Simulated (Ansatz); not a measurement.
A self-consistent single point of CaGe₂Ru₂ (I4mm, 5 atoms in the cell) with Ansatz (a program for electronic structure).

Method: PBEsol, default PAW files made with PBE (plane waves; Ansatz).

```yaml
crystal:
  lattice:
    - [-2.13697, 2.13697, 4.99934]
    - [2.13697, -2.13697, 4.99934]
    - [2.13697, 2.13697, -4.99934]
  atoms:
    - { symbol: Ca, position: [0.00500, 0.00500, 0.00000] }
    - { symbol: Ge, position: [0.36627, 0.36627, 0.00000] }
    - { symbol: Ge, position: [0.63373, 0.63373, 0.00000] }
    - { symbol: Ru, position: [0.75000, 0.25000, 0.50000] }
    - { symbol: Ru, position: [0.25000, 0.75000, 0.50000] }
```

Reference input (self-consistent single point, DFT, PBEsol, plane waves, default PAW files made with PBE): basis.ecutwfc = 420 eV; kpoints.mp_grid.grid = 8 8 8; hamiltonian.xc = pbesol; hamiltonian.pseudopotentials = {kind: paw} (the program's default PAW files); scf.occupations.method = gaussian; scf.occupations.width = 0.1 eV. This run's input differs from it in these lines:

Ansatz 0.2 input:
```diff
@@ -20,3 +20,3 @@
 scf:
-  occupations: { method: gaussian, width: 0.1 }
+  occupations: { method: gaussian, width: 0.3 }
 output:
```

Output, abridged:

```
SCF iter   1: F=—  HF=-21936.305588 eV  |F-HF|=—  |Δ(HF+E_count)|=         —  Δρ=6.67e-3  dr2=4.76e-2  ethr=1.77e-3  ⟨swp⟩=6.4  Hψ=9276  notcnv=0
all-band conjugate gradients solve this SCF's bands
preconditioner: auto → Kerker (q_TF=auto, 2.610 Å⁻¹)
SCF iter   2: F=—  HF=-21936.297472 eV  |F-HF|=—  |Δ(HF+E_count)|=   8.12e-3  Δρ=3.62e-3  dr2=1.66e-2  ethr=6.79e-5  ⟨swp⟩=1.4  Hψ=3311  notcnv=0  defer=2
   [... lines left out ...]
SCF iter   5: F=—  HF=-21936.294619 eV  |F-HF|=—  |Δ(HF+E_count)|=   7.12e-7  Δρ=2.16e-4  dr2=7.26e-5  ethr=2.10e-7  ⟨swp⟩=2.1  Hψ=4281  notcnv=0  defer=2
SCF iter   6: F=—  HF=-21936.294608 eV  |F-HF|=—  |Δ(HF+E_count)|=   1.15e-5  Δρ=7.59e-5  dr2=1.06e-5  ethr=1.04e-7  ⟨swp⟩=2.5  Hψ=3537  notcnv=0  defer=2
SCF iter   7: F=—  HF=-21936.294606 eV  |F-HF|=—  |Δ(HF+E_count)|=   1.62e-6  Δρ=1.58e-5  dr2=6.45e-7  ethr=1.52e-8  ⟨swp⟩=2.0  Hψ=2921  notcnv=0  defer=2
SCF iter   8: F=-21936.294606 eV  HF=-21936.294606 eV  |F-HF|=5.67e-8  |Δ(HF+E_count)|=   1.20e-7  Δρ=5.66e-6  dr2=6.54e-8  ethr=1.43e-10  ⟨swp⟩=8.3  Hψ=9623  notcnv=0
SCF 1 converged in 8 iterations: F = -21936.294606 eV  dr2 = 6.54e-8
Free energy (F): -21936.294606 eV
Internal energy: -21936.185039 eV  (E = F + TS)
E sigma→0 (E₀):  -21936.239823 eV
Entropy (-TS):   -0.109567 eV (-21.913 meV/atom)
Fermi energy:    13.331947 eV
--- Forces (eV/Å), atoms counted from 1 ---
  atom   1  Ca     0.00000000    -0.00000000    -0.13994057
  atom   2  Ge    -0.00000000     0.00000000    -0.00538119
  atom   3  Ge     0.00000000     0.00000000     0.04920950
  atom   4  Ru     0.00000000    -0.00000000     0.04804496
  atom   5  Ru    -0.00000000    -0.00000000     0.04804496
--- Stress (GPa, compression-positive) ---
       -3.790819       0.000000      -0.000000
        0.000000      -3.790819      -0.000000
       -0.000000      -0.000000      -2.389281
  P = ⅓ Tr σ = -3.3236 GPa (-33.236 kbar)
  The stress holds the Pulay correction. Without it, at fixed plane waves, as pw.x and ABINIT print it: P = -3.3534 GPa
```

The run converged in 8 iterations. Against the reference run the free energy drops by 9.4 meV/atom, the pressure stays near -3.32 GPa while the zz stress (positive for compression) goes from -2.95 to -2.39 GPa and the largest force goes from 0.135 to 0.140 eV/Å.

The starting cell comes from a database of computed structures (which also holds hypothetical and non-ambient phases and stackings), without a prior relaxation at this level. Its lattice was rescaled by up to half a per cent. One atom was moved a little off its site on purpose. Spin polarisation is off. With a pressure of about -3 GPa the cell is away from its equilibrium volume at this level. Ansatz's pressure includes its estimate of the finite-basis (Pulay) stress.
